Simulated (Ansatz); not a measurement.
The starting structures come from a database of crystals and need not be the phases stable at ambient conditions.

By PBEsol, the system below comes out a metal.

Data:

```
CELL_PARAMETERS angstrom
      3.83365     0.00000     0.00000
      0.00000    10.56755     0.00000
      0.00000     5.28378     2.14330
ATOMIC_POSITIONS crystal
  Y  0.75000 0.85937 0.00000
  Y  0.25000 0.14063 0.00000
  Si 0.75000 0.57552 0.00000
  Si 0.25000 0.42448 0.00000
```

Space group of this cell: Cmcm. The cell is taken as given; by PBEsol its mean pressure is -2.7 GPa.

The current flows along the normal of the first two printed cell vectors. No spin-orbit coupling; the value is a mean over 0.1 eV about the Fermi level.

### Question
State the ballistic conductance per area according to PBEsol (Ansatz, a first-principles code).

### Answer
0.20 × 10¹⁵ S/m² for both spins.
